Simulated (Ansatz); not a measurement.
The starting structures come from a database of crystals and need not be the phases stable at ambient conditions.

 Where the default PAW files enter, the runs use the earlier of Ansatz's two default sets.

Tunnelling through a barrier is set by its complex band structure: the current falls as exp(−2κd) with the smallest κ.

Consider the following.

```
CELL_PARAMETERS angstrom
      4.45155     0.00000     0.00000
      0.00000    10.17580     0.00000
      2.22578     0.00000     3.85516
ATOMIC_POSITIONS crystal
  Na 0.00000 0.00000 0.00000
  Na 0.00000 0.50000 0.00000
  Na 0.33333 0.75000 0.33333
  Na 0.66667 0.25000 0.66667
  S  0.33333 0.35581 0.33333
  S  0.66667 0.64419 0.66667
  S  0.66667 0.85581 0.66667
  S  0.33333 0.14419 0.33333
```

Space group of this cell: P6_3/mmc. The cell is taken as given.

Transport runs along the normal of the first two printed cell vectors, the (100) plane of the conventional cell.

The gap is the functional's own. No spin-orbit coupling. Mid-gap values are interpolated on the energy grid.

### Question
Compute, with r2SCAN (Ansatz, a first-principles code), the band gap and the smallest decay constant κ at mid-gap.

### Answer
Gap 1.63 eV on a 8×4×8 mesh; κ = 0.232 1/Å, at the zone centre.
